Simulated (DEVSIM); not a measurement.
Structure: Au/SiO2/p-Si capacitor, at 300 K.

```
layer (left to right)  material  thickness (nm)  Na (cm⁻³)
---------------------  --------  --------------  ---------
1                          SiO2            11.0          -
2                            Si             920     3.9e17
```

Metal gate on the left, work function 5.1 eV. Fixed charge at the semiconductor interface -8.9e10 cm⁻² (in units of +e); no interface traps.

This is a model device: material constants are rounded textbook-type values typed into the input, and sizes, dopings and lifetimes were drawn at random. Values at 300 K.

| parameter | SiO2 | Si |
|---|---|---|
| gap (eV) | 9 | 1.124 |
| affinity (eV) | 0.9 | 4.05 |
| permittivity | 3.9 | 11.7 |
| Nc (cm⁻³) | - | 2.86e19 |
| Nv (cm⁻³) | - | 3.1e19 |

Simulated with DEVSIM: 1D Poisson equation in equilibrium, Boltzmann statistics, complete ionisation; no quantum confinement or tunnelling. Metal contacts follow the ideal Schottky-Mott rule: no Fermi-level pinning, no interface dipoles.

Question: Give the band bending (positive: bands bend down) and minority sheet density.

Answer: 
```json
[
 {"Vg (V)": "-1.6", "ψs (V)": "-0.112", "minority carriers (cm⁻²)": "< 1e8"},
 {"Vg (V)": "-1", "ψs (V)": "-0.091", "minority carriers (cm⁻²)": "< 1e8"},
 {"Vg (V)": "-0.4", "ψs (V)": "-0.055", "minority carriers (cm⁻²)": "< 1e8"},
 {"Vg (V)": "0.2", "ψs (V)": "0.021", "minority carriers (cm⁻²)": "< 1e8"},
 {"Vg (V)": "0.8", "ψs (V)": "0.216", "minority carriers (cm⁻²)": "< 1e8"},
 {"Vg (V)": "1.4", "ψs (V)": "0.514", "minority carriers (cm⁻²)": "< 1e8"},
 {"Vg (V)": "2", "ψs (V)": "0.863", "minority carriers (cm⁻²)": "7.8e9"},
 {"Vg (V)": "2.6", "ψs (V)": "0.989", "minority carriers (cm⁻²)": "8.0e11"}
]
```
